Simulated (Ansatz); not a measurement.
The complex Si vacancy + O on the C site in 4H silicon carbide (the Si(h) site; C(k) 1.90 Å away) and its isolated parts, with the Fermi level 1.10 eV above the valence-band maximum, each in its stable bound charge state.

These are PBE, PAW (plane waves to 420 eV; Ansatz, a program for electronic structure) values and carry that method's errors. Cell and caveats: 96-site cell; 2×2×2 shifted k-points; host gap 2.23 eV; charged states image-corrected; energies good to tenths of an eV; flagged in the runs: for some of the defects a host whose relaxation on this sampling wasn't shown to rest.

```tsv
defect	charge	E_f, elements as references (eV)
Si vacancy [the Si(h) site]	−1	7.20
O on the C site [the C(h) site]	+2	-1.01
```

Is the complex bound, by how much, and in which charge state?

The complex has charge 0 and E_f = 2.42 eV: 7.20 + -1.01 − (2.42) = 3.77 eV, bound. The charge changes by −1 on pairing, so the value moves with the Fermi level.
